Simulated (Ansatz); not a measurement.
Base system: PbTe in the rock salt structure (space group Fm-3m, No. 225; a = 6.442 Å).

The change: the cell is scaled by 1.0559 in all directions; the atoms relax in the strained cell.

Levels (all Ansatz, an electronic-structure program, PAW): PBEsol (420 eV, no SOC); r2SCAN (500 eV, no SOC); HSE06 (420 eV, no SOC).

One geometry, relaxed with PBEsol, under each level:

| level | band gap | lowest conduction level above the VBM at special points | electron mass | hole mass | pressure |
|---|---|---|---|---|---|
| PBEsol | 0.92 eV | L 0.92 eV; W 1.77 eV; K 3.36 eV; U 3.36 eV | 0.34 mₑ along k, 0.11 mₑ across (at L) | 0.63 mₑ along k, 0.12 mₑ across (at L) | -50.5 kbar |
| r2SCAN | (withheld) | (withheld) | (withheld) | (withheld) | (withheld) |
| HSE06 | 1.42 eV | L 1.42 eV; W 2.28 eV; K 3.98 eV; Γ 4.55 eV | – | – | – |

Question: Give the withheld r2SCAN results.

Answer: 
- r2SCAN, band gap: 1.28 eV
- r2SCAN, lowest conduction level above the VBM at special points: L 1.28 eV; W 2.04 eV; K 3.69 eV; U 3.69 eV
- r2SCAN, electron mass: 0.39 mₑ along k, 0.13 mₑ across (at L)
- r2SCAN, hole mass: 0.76 mₑ along k, 0.13 mₑ across (at L)
- r2SCAN, pressure: -38.7 kbar

Single points use the geometry relaxed with PBEsol. Their cutoffs differ, which shifts pressures a little. HSE06 was sampled on its mesh, a few special points and the semilocal edge points, so its gap is an upper bound. Spin-orbit coupling, missing from the scalar runs, can matter with Pb and Te. Masses are band curvatures over ±0.01 Å⁻¹ around the edge. Along k means along the line from Γ to the band edge. Whether these cells are dynamically stable was not tested.
